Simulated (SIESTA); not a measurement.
A user runs SIESTA on KRb2GaI6 (Fm-3m, 10 atoms in the cell) and asks whether the run is sound. The aim is a self-consistent single point with DFT, LDA PW92, numerical atomic orbitals DZP, PseudoDojo LDA standard norm-conserving potentials (rewritten from UPF to PSML).

Cell that was meant: a = 8.7452 Å, b = 8.7452 Å, c = 8.7452 Å, α = 60.00°, β = 60.00°, γ = 60.00°.

Part of the input:

```
SCF.Mixer.Method             Pulay
SCF.Mixer.Weight             0.25
SCF.Mixer.History            8
SCF.DM.Tolerance             1.0E-01
SCF.H.Tolerance              1.0 eV
Diag.ParallelOverK           true
WriteForces                  true
```

Output, abridged:

```
reinit: Reading from file input.fdf

reinit: System Name: KRb2GaI6
reinit: System Label: krb2gai6

   [... lines left out ...]
        6.183770    0.000000    6.183770
        6.183770    6.183770    0.000000

outcell: Cell vector modules (Ang)   :    8.745171    8.745171    8.745171
outcell: Cell angles (23,13,12) (deg):     60.0000     60.0000     60.0000
outcell: Cell volume (Ang**3)        :    472.9225
new_DM -- step:     1
Initializing Density Matrix...

Attempting to read DM from file... Failed...
DM filled with atomic data:

InitMesh: MESH = 90 x 90 x 90 = 729000
InitMesh: Mesh cutoff (required, used) =   400.000   439.078 Ry

stepf: Fermi-Dirac step function
        iscf     Eharris(eV)        E_KS(eV)     FreeEng(eV)     dDmax    Ef(eV) dHmax(eV)
   scf:    1    -6499.072461    -6496.983291    -6496.983291  1.524172 -4.958153  6.249894
   scf:    2    -6498.236125    -6497.752899    -6497.752899  0.152661 -5.327746  2.260294
   scf:    3    -6498.039544    -6497.910301    -6497.910301  0.071089 -5.760037  0.893638
SCF Convergence by DM+H criterion
max |DM_out - DM_in|         :     0.0710892753
max |H_out - H_in|      (eV) :     0.8936383362
SCF cycle converged after 3 iterations

Using DM_out to compute the final energy and forces

siesta: E_KS(eV) =            -6497.9103

siesta: E_KS - E_eggbox =     -6497.9103

siesta: Atomic forces (eV/Ang):
     1   -0.000000   -0.000000    0.000000
     2    0.000144    0.000144    0.000144
     3   -0.000144   -0.000144   -0.000144
     4   -0.000000   -0.000000   -0.000000
     5   -0.071320    0.000325    0.000325
     6    0.071320   -0.000325   -0.000325
     7    0.000325   -0.071320    0.000325
     8   -0.000325    0.071320   -0.000325
     9    0.000325    0.000325   -0.071320
    10   -0.000325   -0.000325    0.071320
   [... lines left out ...]
siesta: FreeEng =     -6497.910301
   [... lines left out ...]
siesta:     0.000025    0.009130    0.000025
siesta:     0.000025    0.000025    0.009130

siesta: Cell volume =        472.922503 Ang**3

siesta: Pressure (static):
siesta:                Solid            Molecule  Units
siesta:          -0.00009944         -0.00011053  Ry/Bohr**3
siesta:          -0.00912993         -0.01014867  eV/Ang**3
siesta:         -14.62776152        -16.25995448  kBar
```

Is anything amiss in this input, and did it matter?

The run is not sound. The fault is a convergence threshold that is too loose. A loop that stops early leaves an energy error of second order in the density error, but errors of first order in forces and stress. To fix it, tighten the threshold. The run converged in 3 iterations without an error; against the sound input the free energy goes up by 4.1 meV/atom, the pressure hardly changes (-1.55 to -1.46 GPa), the largest force goes from 0.061 to 0.071 eV/Å and the gap on the mesh goes from 0.709 to 0.892 eV.

An input that runs soundly differs in these lines (not the only fix; some lines may just follow from the change or write a value another way):
```diff
-SCF.DM.Tolerance             1.0E-01
-SCF.H.Tolerance              1.0 eV
+SCF.DM.Tolerance             1.0E-04
```

With that input, the run converged in 9 iterations: free energy E − TS -6497.9514 eV; top of the valence band (on the code's own zero) -5.75 eV; gap on the k-point mesh 0.71 eV; pressure -1.55 GPa; largest force (vector length) 0.061 eV/Å (DFT, LDA PW92, numerical atomic orbitals DZP, PseudoDojo LDA standard norm-conserving potentials (rewritten from UPF to PSML)).

On the sound input: the starting cell comes from a database of computed structures (which also holds hypothetical and non-ambient phases and stackings), without a prior relaxation at this level. Spin-orbit coupling is off. Values carry the incompleteness of an atom-centred basis. The basis of the alkali or alkaline-earth atoms may lack their empty d shell, which can raise the gap. The shifted mesh does not hold Γ, so a gap read on it misses any band edge there.
